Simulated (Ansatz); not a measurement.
```
GaN
1.0
    0.00000     2.25722     2.25722
    2.25722     0.00000     2.25722
    2.25722     2.25722     0.00000
Ga N
1 1
Cartesian
  0.00000   0.00000   0.00000
  1.12861   1.12861   1.12861
```

No spin polarisation.

Calculations: PBEsol/PAW in Ansatz (a first-principles code), scalar-relativistic without spin-orbit coupling. Settings: 13×13×13 k-points, 0.05 eV Fermi–Dirac smearing.

### Question
Predict the band gap, gap character, electron mass and width of the top valence band.

### Answer
```json
{
 "band_gap": "1.63 eV",
 "gap_character": "direct at Γ",
 "electron_mass": "0.15 mₑ (at Γ)",
 "width_of_the_top_valence_band": "3.67 eV"
}
```

Load acts through the strain it causes; cell and atoms are relaxed under it. Effective masses come from finite differences of ±0.01 Å⁻¹. Stability against distortions was not tested. The cell was made from GaN in the zinc blende structure (space group F-43m, No. 216) by this change: pressure −2 GPa. This is not the structure that GaN has at room temperature and ambient pressure.
